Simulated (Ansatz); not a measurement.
Reference: BaO (Fm-3m), PBEsol, rigid bands (plane waves, PAW, scalar-relativistic; Ansatz, a quantum-chemistry and plane-wave program); geometry: cell and atoms relaxed with PBEsol.

```
CELL_PARAMETERS angstrom
      0.00000     2.74496     2.74496
      2.74496     0.00000     2.74496
      2.74496     2.74496     0.00000
ATOMIC_POSITIONS crystal
  Ba 0.00000 0.00000 0.00000
  O  0.50000 0.50000 0.50000
```

| Quantity | Result |
|---|---|
| band gap | 1.84 eV |
| electron conductivity mass | 0.50 mₑ |
| hole conductivity mass | 0.99 mₑ |
| Seebeck coefficient, n-type 1e19 cm⁻³ | -318 μV/K |

**Question.** Swap O for S, keeping the structure type. How do these values move?

**Answer.** BaS (Fm-3m): volume per atom 20.7 to 31.7 Å³; band gap rises (1.84 eV to 2.04 eV); electron conductivity mass falls (0.50 mₑ to 0.43 mₑ); hole conductivity mass falls (0.99 mₑ to 0.83 mₑ); Seebeck coefficient, n-type 1e19 cm⁻³ stays about the same (-318 μV/K to -305 μV/K).

**Question.** Swap Ba for Mg, keeping the structure type. How do these values move?

**Answer.** MgO (Fm-3m): volume per atom 20.7 to 9.4 Å³; band gap rises (1.84 eV to 4.62 eV); electron conductivity mass falls (0.50 mₑ to 0.35 mₑ); hole conductivity mass rises (0.99 mₑ to 2.3 mₑ); Seebeck coefficient, n-type 1e19 cm⁻³ falls in size (-318 μV/K to -171 μV/K).

**Question.** Swap Ba for Sr, keeping the structure type. How do these values move?

**Answer.** SrO (Fm-3m): volume per atom 20.7 to 16.8 Å³; band gap rises (1.84 eV to 3.20 eV); electron conductivity mass stays about the same (0.50 mₑ to 0.51 mₑ); hole conductivity mass rises (0.99 mₑ to 1.33 mₑ); Seebeck coefficient, n-type 1e19 cm⁻³ stays about the same (-318 μV/K to -319 μV/K).

Moves up to 5 % count as about the same. Masses are for dilute carriers at 300 K, harmonic means over directions unless an axis is named. Seebeck coefficients are for the stated density at 300 K, with one relaxation time for all states and whether or not that doping can be reached. Spin-orbit coupling is left out.

Formula and space group known from diffraction (Crystallography Open Database), not checked to be the room-temperature form: BaS (Fm-3m).
